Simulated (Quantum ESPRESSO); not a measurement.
Input and output of a self-consistent single point for MnO (Fm-3m, 2 atoms in the cell) (Quantum ESPRESSO).

Method: PBE+U, SSSP 1.1.2 efficiency (PBE) pseudopotentials (plane waves; Quantum ESPRESSO).

```yaml
crystal:
  lattice:
    - [0.00000, 2.22300, 2.22300]
    - [2.22300, 0.00000, 2.22300]
    - [2.22300, 2.22300, 0.00000]
  atoms:
    - { symbol: Mn, position: [0.00000, 0.00000, 0.00000], spin: 4.0 }
    - { symbol: O, position: [0.50000, 0.50000, 0.50000] }
```
(The spins are starting values, not results.)

Reference input (self-consistent single point, DFT, PBE+U, plane waves, SSSP 1.1.2 efficiency (PBE) pseudopotentials): ecutwfc = 55 Ry; ecutrho = 440 Ry; occupations = smearing; smearing = gaussian; degauss = 0.019992 Ry; nspin = 2; potentials = {Mn: mn_pbe_v1.5.uspp.F.UPF, O: O.pbe-n-kjpaw_psl.0.1.UPF}; K_POINTS = automatic 13 13 13 0 0 0; HUBBARD = ortho-atomic; U Mn-3d 3.9 eV; conv_thr = 1e-10 Ry; mixing_beta = 0.3. This run's input differs from it in these lines:

```diff
@@ -37,3 +37,3 @@
 HUBBARD {ortho-atomic}
-U Mn-3d 3.9
+U Mn-3d 1
```

Log, with long lists cut:

```
     Self-consistent Calculation

     iteration #  1     ecut=    55.00 Ry     beta= 0.30

     =================== HUBBARD OCCUPATIONS ===================
     ------------------------ ATOM    1 ------------------------
     Tr[ns(  1)] (up, down, total) =   4.68566  0.25675  4.94241
     Atomic magnetic moment for atom   1 =   4.42892
     SPIN  1
     eigenvalues:
       0.885  0.885  0.972  0.972  0.972
     SPIN  2
     eigenvalues:
       0.047  0.047  0.047  0.057  0.057

     Number of occupied Hubbard levels =    4.9424

     total energy              =    -252.72608893 Ry
     estimated scf accuracy    <       0.66878422 Ry

   [... lines left out ...]

     iteration # 12     ecut=    55.00 Ry     beta= 0.30

     negative rho (up, down):  0.000E+00 2.744E-04

     total energy              =    -252.89593219 Ry
     estimated scf accuracy    <          4.1E-10 Ry

     total magnetization       =     4.95 Bohr mag/cell
     absolute magnetization    =     4.95 Bohr mag/cell

     iteration # 13     ecut=    55.00 Ry     beta= 0.30

     negative rho (up, down):  0.000E+00 2.744E-04

     Magnetic moment per site  (integrated on atomic sphere of radius R)
     atom   1 (R=0.292)  charge= 12.5967  magn=  4.1911
     atom   2 (R=0.292)  charge=  5.9592  magn=  0.2370
     End of self-consistent calculation

     =================== HUBBARD OCCUPATIONS ===================
     ------------------------ ATOM    1 ------------------------
     Tr[ns(  1)] (up, down, total) =   4.94495  0.33817  5.28311
     Atomic magnetic moment for atom   1 =   4.60678
     SPIN  1
     eigenvalues:
       0.983  0.983  0.993  0.993  0.993
     SPIN  2
     eigenvalues:
       0.042  0.042  0.042  0.106  0.106

     Number of occupied Hubbard levels =    5.2831

     Number of k-points >= 100: set verbosity='high' to print the bands.

     the Fermi energy is    13.3507 ev

!    total energy              =    -252.89593219 Ry
     estimated scf accuracy    <          8.4E-11 Ry
     smearing contrib. (-TS)   =      -0.00096188 Ry
     internal energy E=F+TS    =    -252.89497032 Ry

   [... lines left out ...]
     total magnetization       =     4.95 Bohr mag/cell
     absolute magnetization    =     4.95 Bohr mag/cell
     Total force =     0.000000     Total SCF correction =     0.000000
   [... lines left out ...]

     negative rho (up, down):  0.000E+00 2.744E-04
          total   stress  (Ry/bohr**3)                   (kbar)     P=       48.09
   0.00032693   0.00000000   0.00000000           48.09        0.00        0.00
   0.00000000   0.00032693   0.00000000            0.00       48.09        0.00
   0.00000000   0.00000000   0.00032693            0.00        0.00       48.09

   JOB DONE.
```

The run converged in 13 iterations. Against the reference run the pressure goes from 9.48 to 4.81 GPa and the size of the net moment moves little (2.50 to 2.48 μB/atom).

The starting cell comes from a database of published, mostly measured structures (it also holds non-ambient and calculated ones), without a prior relaxation at this level. With one magnetic atom in the cell only a parallel order is possible. With U or open f shells several self-consistent states can exist. With a pressure of about 5 GPa the cell is away from its equilibrium volume at this level.

Cost on one core of a shared machine: roughly 70 s.
